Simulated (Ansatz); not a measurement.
Several settings converged on BW (Imm2, 8 atoms in the cell)

```
CELL_PARAMETERS angstrom
     -1.57026     1.57026     8.48605
      1.57026    -1.57026     8.48605
      1.57026     1.57026    -8.48605
ATOMIC_POSITIONS crystal
  B  0.40926 0.90926 0.50000
  B  0.65631 0.65631 0.00000
  B  0.34369 0.34369 0.00000
  B  0.09369 0.59369 0.50000
  W  0.55312 0.05312 0.50000
  W  0.80312 0.80312 0.00000
  W  0.19688 0.19688 0.00000
  W  0.94688 0.44688 0.50000
```

Base method: LDA (PW92), default PAW files made with PBE (plane waves; Ansatz, a program for electronic structure).

Base settings: basis.ecutwfc = 420 eV; kpoints.mp_grid.grid = 7 7 7; hamiltonian.xc = lda; hamiltonian.pseudopotentials = {kind: paw} (the program's default PAW files); scf.occupations.method = fermi_dirac; scf.occupations.width = 0.1 eV.

The count of work is k-points × plane waves × bands × iterations; it is no time. Core times come from one kind of shared machine, to one figure; runs under 30 s give none.

**The k-point mesh**

Only quantities that move along the ladder and can be compared are tabulated.

| kpoints.mp_grid.grid | free energy less the last step's (meV/atom) | pressure (GPa) | largest difference of a force vector from the last step's (eV/Å) | count of work / last | core time / last (rough) |
|---|---|---|---|---|---|
| 3 3 3 | 45.06 | -11.53 | 0.432 | 0.019 | – |
| 4 4 4 | 20.92 | -12.51 | 0.285 | 0.042 | – |
| 5 5 5 | -1.24 | -12.82 | 0.161 | 0.063 | – |
| 7 7 7 | 0.47 | -12.76 | 0.026 | 0.15 | – |
| 8 8 8 | -0.45 | -12.79 | 0.007 | 0.22 | – |
| 10 10 10 | 0.67 | -12.73 | 0.016 | 0.40 | 0.4 |
| 13 13 13 | 0.01 | -12.75 | 0.007 | 0.80 | 0.8 |
| 14 14 14 | 0.00 | -12.76 | 0.000 | 1.0 | 1 |

Coarsest kpoints.mp_grid.grid that holds the free energy within 2 meV/atom of the last step, with all finer ones: 5 5 5, at 0.063 of the last step's count of work; the step before is off by 21 meV/atom.

Coarsest kpoints.mp_grid.grid that holds the pressure within 1 GPa of the last step, with all finer ones: 4 4 4, at 0.042 of the last step's count of work; the step before is off by 1.2 GPa.

**The k-point mesh at a smearing width of 0.3 eV**

In this ladder: scf.occupations.width = 0.3 eV.

Only quantities that move along the ladder and can be compared are tabulated.

```csv
kpoints.mp_grid.grid,free energy less the last step's (meV/atom),largest difference of a force vector from the last step's (eV/Å),count of work / last,core time / last (rough)
5 5 5,-0.71,0.083,0.027,–
6 6 6,-0.65,0.021,0.046,–
8 8 8,0.04,0.002,0.095,–
11 11 11,0.04,0.000,0.22,0.2
16 16 16,0.00,0.000,0.62,0.6
19 19 19,0.00,0.000,1.0,1
```

Coarsest kpoints.mp_grid.grid that holds the forces within 0.01 eV/Å of the last step, with all finer ones: 8 8 8, at 0.095 of the last step's count of work; the step before is off by 0.021 eV/Å.

Coarsest kpoints.mp_grid.grid that holds the free energy within 0.5 meV/atom of the last step, with all finer ones: 8 8 8, at 0.095 of the last step's count of work; the step before is off by 0.65 meV/atom.

**The width of cold smearing**

In this ladder: kpoints.mp_grid.grid = 12 12 12; scf.occupations.method = cold.

Narrow widths need finer meshes than wide ones, so the last steps can hold mesh noise.

Only quantities that move along the ladder and can be compared are tabulated; pressure and forces are left out, as mesh noise rules them at narrow widths.

| scf.occupations.width | free energy less the last step's (meV/atom) | core time / last (rough) |
|---|---|---|
| 1 eV | -2.61 | 1 |
| 0.5 eV | 0.53 | 1 |
| 0.3 eV | 0.23 | 1 |
| 0.1 eV | 0.00 | 1 |

Widest scf.occupations.width that holds the free energy within 2 meV/atom of the last step, with all finer ones: 0.5 eV; the step before is off by 2.6 meV/atom.

On the base run: the starting cell comes from a database of computed structures (which also holds hypothetical and non-ambient phases and stackings), without a prior relaxation at this level. Its lattice was rescaled by up to half a per cent. One atom was moved a little off its site on purpose. Spin polarisation is off. In the base run, with a pressure of about -13 GPa the cell is away from its equilibrium volume at this level. Ansatz's pressure includes its estimate of the finite-basis (Pulay) stress.

Left out of this page: 2 runs of the series outside the window shown, repeating another row's setting, or not comparable.

Keys are those of Ansatz 0.2.
